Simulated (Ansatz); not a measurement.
# RhSb3: biaxial strain +4.70 %, plane normal [001], relaxed out of plane

Start from RhSb3 (space group Im-3, No. 204; a = 9.2477 Å). Axes: x, y, z lie along the cube axes.

Now apply this change: tensile biaxial strain of 4.70 % in the plane normal to [001], as in epitaxy on a mismatched substrate; the out-of-plane cell vector and the atoms relax.

Computed with PBEsol, PAW, 420 eV (Ansatz, a program for electronic structure; no spin-orbit coupling). Settings: 6×6×6 k-points, 0.05 eV Fermi–Dirac smearing.

The volume per atom increases by 1.733 Å³ to 26.45 Å³ and the shortest interatomic distance increases by 0.0034 Å to 2.612 Å. The energy increases by 65 meV/atom and the pressure (mean of the normal stresses, compression positive) goes from zero to -5.4 GPa. The band gap remains zero and the out-of-plane strain is -2.38 % (rough). The mean in-plane stress (compression positive) amounts to -8.2 GPa (rough).

Final structure (turned so that z lies along the plane normal):

```xyz
16
Lattice="9.6824 0.0000 0.0000 0.0000 9.6824 0.0000 4.8412 -4.8412 4.5138" Properties=species:S:1:pos:R:3 pbc="T T T"
Sb     1.4665     6.3584     0.0000
Sb     8.2159     3.3240     0.0000
Sb     8.2159     6.3584     0.0000
Sb     1.4665     3.3240     0.0000
Sb     3.3015     0.0000     1.4481
Sb    11.2221     4.8412     3.0657
Sb     8.1427     4.8412     3.0657
Sb     6.3809     0.0000     1.4481
Sb     9.6824    -1.4954     3.0133
Sb     4.8412     6.3366     1.5005
Sb     9.6824     1.4954     3.0133
Sb     4.8412     3.3458     1.5005
Rh     2.4206    -2.4206     2.2569
Rh     7.2618     2.4206     2.2569
Rh     2.4206     2.4206     2.2569
Rh     7.2618    -2.4206     2.2569
```

Without a gap, meshes like the base's 6×6×6 leave anisotropic stresses uncertain by several tenths of a GPa, and small strain energies with them. Spin-orbit coupling, missing from the scalar runs, can matter with Sb. Whether these cells are dynamically stable was not tested. The final runs are not spin-polarised. A zero or small gap of RhSb3 can be the functional's error rather than a property of the material.
